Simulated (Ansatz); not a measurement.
The starting structures come from a database of crystals and need not be the phases stable at ambient conditions.

Inside the gap of an insulator the Bloch states are evanescent, with a wavenumber k + iκ along the transport direction.

Here is the system:

```
CELL_PARAMETERS angstrom
      6.83430     0.00000     0.00000
      0.00000     6.83430     0.00000
      3.41715    -3.41715     4.25481
ATOMIC_POSITIONS crystal
  Au 0.12500 0.62500 0.75000
  Au 0.62500 0.12500 0.25000
  Au 0.12500 0.12500 0.75000
  Au 0.12500 0.12500 0.25000
  Cl 0.30870 0.69130 0.38259
  Cl 0.55870 0.94130 0.88259
  Cl 0.94130 0.55870 0.11741
  Cl 0.69130 0.30870 0.61741
```

Space group of this cell: I4_1/amd. The cell was relaxed by PBE-D3(BJ).

Transport runs along the normal of the first two printed cell vectors, the (001) plane of the conventional cell.

The gap is the functional's own. No spin-orbit coupling. Mid-gap values are interpolated on the energy grid.

Q: Compute, with r2SCAN (Ansatz, a program for electronic structure), the band gap and the smallest decay constant κ at mid-gap.

A: Gap 1.92 eV on a 8×8×8 mesh; κ = 0.145 1/Å, at the zone centre.
